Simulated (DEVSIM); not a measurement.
Device: Schottky contact on n-type Si, at 350 K.

```csv
layer (left to right),material,thickness (μm),Nd (cm⁻³),τn (s),τp (s)
1,Si,0.470,8.3e15,3.5e-7,3.5e-7
2,Si,24.0,1.1e18,3.5e-7,3.5e-7
```

Left contact: Schottky, work function 4.55 eV, emission velocity 3e6 cm/s. Right contact: ohmic. Voltage is applied to the left contact. Recombination: SRH at mid-gap, Auger. Mobility is μmin + (μ − μmin)/(1 + (N/Nref)^α).

Constants are typed, rounded textbook-type inputs, not results; the design itself was drawn at random and stands for no fabricated device. Values at 300 K; Nc and Nv go as T^1.5, mobilities as T to minus their exponent, the gap by Varshni's rule with the affinity fixed.

```csv
parameter,Si
gap (eV),1.124
affinity (eV),4.05
permittivity,11.7
Nc (cm⁻³),2.86e19
Nv (cm⁻³),3.1e19
μn (cm²/Vs),1417
μp (cm²/Vs),470
"μn,min",52
"μp,min",45
"Nref,n",9.7e16
"Nref,p",2.2e17
αn,0.68
αp,0.72
T exponent of μn,2.3
T exponent of μp,2.2
Cn (cm⁶/s),2.8e-31
Cp (cm⁶/s),9.9e-32
Varshni α (eV/K),0.000473
Varshni β (K),636
```

DEVSIM, 1D drift-diffusion, Boltzmann statistics, complete ionisation; no tunnelling, impact ionisation, image-force lowering or self-heating. Metal contacts follow the ideal Schottky-Mott rule: no Fermi-level pinning, no interface dipoles.

Base results: potential step across the device at zero bias (V) 0.395.

What follows from this one change: temperature 350 → 500 K?

potential step across the device at zero bias 0.395 → 0.327 V.

What follows from this one change: metal work function 4.55 → 4.5 eV?

potential step across the device at zero bias 0.395 → 0.345 V.
